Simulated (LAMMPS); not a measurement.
LAMMPS 22 Jul 2025, classical MD, AIREBO (CH.airebo): C, 512 atoms.

```json
{
 "task": "MD, nve",
 "potential": "AIREBO, CH.airebo",
 "copies_of_the_repeat_unit": "4×4×4",
 "shape (slab and sphere leave vacuum in the box)": "bulk",
 "neighbor_skin": "2 Å",
 "neigh_modify": "every 1 delay 0 check yes",
 "newton": "on (default)",
 "atom_modify sort (bins of 2 Å where set)": "1000 (default)",
 "comm_style": "brick (default)",
 "box": "14.3 × 14.3 × 14.3 Å",
 "start": "generated diamond lattice, warmed in an untimed run"
}
```

All runs start from one configuration, warmed at this fixed volume for 300 steps under a thermostat at 100 K. The run at the shortest step has a mean temperature of 100 K and a mean pressure of -2.9 GPa.

Each run covers about 0.40 ps at constant energy (mean temperature 100 K at the shortest step); σ is the standard deviation over the printed steps. Single runs; times are not shown.

Steps tried: 0.5 fs, 1 fs, 2 fs, 2.5 fs, 4 fs, 5 fs, 8 fs, 10 fs, 16 fs, 20 fs, 32 fs.

Q: Choose the longest time step that keeps σ(total energy)/σ(kinetic energy) under 2 %.

A: 1 fs. The run fails or blows up at 8 fs, 10 fs, 16 fs, 20 fs, 32 fs.

```
time step  σ(E total)/σ(E kinetic)  last minus first total energy (meV/atom)  mean temperature (K)
---------  -----------------------  ----------------------------------------  --------------------
0.5 fs                      0.0032                               under 0.001                   100
1 fs                         0.013                                   +0.0022                  99.5
2 fs                         0.059                                     +0.10                  97.7
2.5 fs                       0.095                                     +0.15                  96.5
4 fs                          0.35                                     +0.50                  90.5
5 fs                          0.80                                      +2.2                  86.0
8 fs             stops: Lost atoms                                         —                     —
10 fs            stops: Lost atoms                                         —                     —
16 fs            stops: Lost atoms                                         —                     —
20 fs            stops: Lost atoms                                         —                     —
32 fs            stops: Lost atoms                                         —                     —
```

The bar is a choice.
